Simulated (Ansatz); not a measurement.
**AlAs: isotropic strain +2.38 %**

The reference is AlAs in the zinc blende structure (space group F-43m, No. 216; a = 5.675 Å).

One thing is altered: an isotropic linear strain of +2.38 %; the atoms relax in the strained cell.

The values are results of PBEsol (Ansatz, a program for electronic structure), no SOC, not measurements. k-mesh 10×10×10 (Γ-centred); smearing 0.05 eV (Fermi–Dirac).

```tsv
quantity	base	changed	shift
volume per atom	22.84 Å³	24.51 Å³	+1.67 Å³
space group	F-43m (No. 216)	F-43m (No. 216)	–
energy relative to the base (free energy F)	0 meV/atom	+24 meV/atom	+24 meV/atom
pressure	0.00 GPa	-4.38 GPa	-4.38 GPa
band gap	1.34 eV	1.37 eV	+0.03 eV
gap character	indirect, Γ → X	direct at Γ	–
width of the top valence band	2.82 eV	2.60 eV	-0.226 eV
electron mass	0.87 mₑ along k, 0.24 mₑ across (at X)	0.084 mₑ (at Γ)	–
hole mass (degenerate bands, along [100])	0.11, 0.48, 0.48 mₑ (at Γ)	0.087, 0.50, 0.50 mₑ (at Γ)	–
valley order (the lowest conduction-band minima on the path, energy above the VBM, named in the base's zone)	X along ⟨100⟩ 1.34 eV; Γ 1.91 eV; L along ⟨111⟩ 2.05 eV	Γ 1.37 eV; X along ⟨100⟩ 1.45 eV; L along ⟨111⟩ 1.80 eV	–
```

Final structure:

```xyz
2
Lattice="0.0000 2.9049 2.9049 2.9049 0.0000 2.9049 2.9049 2.9049 0.0000" Properties=species:S:1:pos:R:3 pbc="T T T"
As     1.4524     1.4524     1.4524
Al     0.0000     0.0000     0.0000
```

Effective masses come from finite differences of ±0.01 Å⁻¹. Along k means along the line from Γ to the band edge. Stability against distortions was not tested.
